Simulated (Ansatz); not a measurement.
## What uniaxial strain ε_xx = −2.31 % does to hypothetical cubic perovskite CaTiSe3

Base system: CaTiSe₃ in the cubic perovskite structure (space group Pm-3m, No. 221; a = 4.9205 Å; a hypothetical phase, not in the database extracts checked). Axes: x, y, z lie along the cube axes.

The change: uniaxial strain ε_xx = −2.31 %, all other strain components held at zero, atoms relaxed at fixed cell.

Computed with PBEsol (Ansatz, a quantum-chemistry and plane-wave program; PAW; 420 eV plane waves; scalar-relativistic without spin-orbit coupling). k-mesh 10×10×10 (Γ-centred); smearing 0.05 eV (Fermi–Dirac).

The space group goes from Pm-3m (No. 221) to P4/mmm (No. 123) and the energy grows by 4.5 meV/atom. The pressure (mean of the normal stresses, compression positive) goes from zero to 1.7 GPa and the band gap stays zero. The stress (xx, yy, zz, yz, xz, xy; compression positive) amounts to (2.8, 1.2, 1.2, 0.0, 0.0, 0.0) GPa (rough).

Final structure:

```yaml
crystal:
  lattice:
    - [4.80682, 0.00000, 0.00000]
    - [0.00000, 4.92048, 0.00000]
    - [0.00000, 0.00000, 4.92048]
  atoms:
    - { symbol: Ca, position: [0.00000, 0.00000, 0.00000] }
    - { symbol: Ti, position: [0.50000, 0.50000, 0.50000] }
    - { symbol: Se, position: [0.00000, 0.50000, 0.50000] }
    - { symbol: Se, position: [0.50000, 0.50000, 0.00000] }
    - { symbol: Se, position: [0.50000, 0.00000, 0.50000] }
```

Cost of the whole job for the changed cell (relaxation, final SCF and bands): around 80 core-seconds (rough).

Without a gap, meshes like the base's 10×10×10 leave anisotropic stresses uncertain by several tenths of a GPa, and small strain energies with them. Whether these cells are dynamically stable was not tested. All final runs are without spin polarisation. Many cubic perovskites are stable only at high temperature; tilts and polar distortions were not tested. CaTiSe3 has a high density of states at the Fermi level and may be magnetic at this level.
